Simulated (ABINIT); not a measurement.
Band structure of Ir (Fm-3m, 1 atom in the cell).

```yaml
crystal:
  lattice:
    - [0.00000, 1.92000, 1.92000]
    - [1.92000, 0.00000, 1.92000]
    - [1.92000, 1.92000, 0.00000]
  atoms:
    - { symbol: Ir, position: [0.00000, 0.00000, 0.00000] }
```

Method: PBE, PAW (JTH v2.0 PBE PAW) (plane waves; ABINIT).

Settings: pseudos = [Ir.GGA_PBE-JTH.xml]; ecut = 20 Ha; pawecutdg = 40 Ha; pawxcdev = 0; ixc = 11; occopt = 3; tsmear = 0.1 eV; ngkpt = 10 10 10; nshiftk = 1; shiftk = 0 0 0; potentials = JTH v2.0 PBE PAW; kptopt = 1; nstep = 60.

The starting cell has typed, rounded lattice constants, without a prior relaxation at this level. Spin-orbit coupling is off. Spin polarisation is off.

Levels in eV from the Fermi level, bands 4 to 11:
| point | 4 | 5 | 6 | 7 | 8 | 9 | 10 | 11 |
|---|---|---|---|---|---|---|---|---|
| Γ | -11.20 | -3.94 | -3.94 | -3.94 | -1.25 | -1.25 | 5.19 | 13.60 |
| X | -7.98 | -7.40 | 0.82 | 1.43 | 1.43 | 1.59 | 5.19 | 10.44 |
| W | -6.33 | -4.94 | -4.94 | -1.87 | 1.44 | 5.19 | 8.07 | 8.95 |
| K | -7.01 | -6.05 | -2.96 | -0.95 | 0.56 | 5.18 | 6.19 | 7.63 |
| L | -8.17 | -4.05 | -4.05 | -0.85 | 0.85 | 0.85 | 5.19 | 7.20 |
| U | -7.01 | -6.05 | -2.96 | -0.95 | 0.56 | 5.18 | 6.19 | 7.63 |

Bands cross the Fermi level along this path, so the cell is metallic at this level.
